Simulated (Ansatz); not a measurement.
```
MgSe
1.0
    0.00000     2.73462     2.68055
    2.73462     0.00000     2.68055
    2.73462     2.73462     0.00000
Mg Se
1 1
Direct
  0.00000   0.00000   0.00000
  0.50000   0.50000   0.50000
```

All values below come from PBEsol with spin-orbit coupling, rigid bands (plane waves, PAW; Ansatz, a quantum-chemistry and plane-wave program). Condition of this run: uniaxial stress zz = 2 GPa (compression positive) (the target of the relaxation). How the cell was made: cell and atoms relaxed with PBEsol, then loaded as said.

### Question
What conductivity effective mass do dilute holes have at 300 K?

### Answer
0.84 (x), 0.84 (y), 1.06 (z) mₑ.

### Question
What conductivity effective mass do dilute electrons have at 300 K?

### Answer
0.26 (x), 0.26 (y), 0.45 (z) mₑ.

### Question
And the band gap?

### Answer
1.56 eV at this level; semilocal functionals usually fall short of the measured gap.

Rigid bands, one relaxation time for all states, no polarons.
